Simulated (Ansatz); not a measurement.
Seebeck coefficient (μV/K, mean over directions) of p-type MgS (Fm-3m) against carrier density, Ansatz (a quantum-chemistry and plane-wave program) with PBEsol, rigid bands. Computed gap 2.73 eV; densities at which minority carriers matter at this gap, or further valleys turn the trend, are left out. Conductivity mass 1.00 mₑ (harmonic mean over directions), N_v = 1.9e20 cm⁻³ at 300 K.

| hole density | 300 K | 500 K |
|---|---|---|
| 1e16 cm⁻³ | 1054 | [?] |
| 1e17 cm⁻³ | [?] | 919 |
| 1e18 cm⁻³ | 657 | 720 |
| 3e18 cm⁻³ | 563 | 626 |
| 1e19 cm⁻³ | 459 | 522 |
| 3e19 cm⁻³ | 365 | 428 |
| 1e20 cm⁻³ | 264 | 325 |
| 3e20 cm⁻³ | 177 | [?] |
| 1e21 cm⁻³ | 96 | 143 |

**Question.** Some entries are withheld; supply them.

**Answer.** 
- 1e16 cm⁻³, 500 K: 1117
- 1e17 cm⁻³, 300 K: 856
- 3e20 cm⁻³, 500 K: 234

Rigid bands with a gap fixed in temperature, one relaxation time for all states, no polarons or phonon drag, and whether or not such doping can be reached. Spin-orbit coupling is left out; where it splits the top of the valence band, N_v and the p-type Seebeck coefficient come out somewhat high without it.
